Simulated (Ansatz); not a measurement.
# Cu3SbSe4: isotropic strain +3.00 %

Base system: Cu3SbSe4 (space group I-42m, No. 121; a = 5.627 Å, c = 11.184 Å).

It is then changed as follows: every lattice vector is stretched by 3.00 %; the atoms relax in the strained cell.

All numbers come from PBEsol in Ansatz (plane waves to 420 eV, PAW, without spin-orbit coupling). Γ-centred 12×12×12 mesh, Fermi–Dirac width 0.05 eV.

* **Volume per atom**: 24.19 Å³ (base 22.13 Å³)
* **Shortest interatomic distance**: 2.447 Å (base 2.373 Å)
* **Energy relative to the base (free energy F)**: +35 meV/atom
* **Band gap**: zero (base zero)

Stability against distortions was not tested. All final runs are without spin polarisation.

Ansatz is an electronic-structure program.
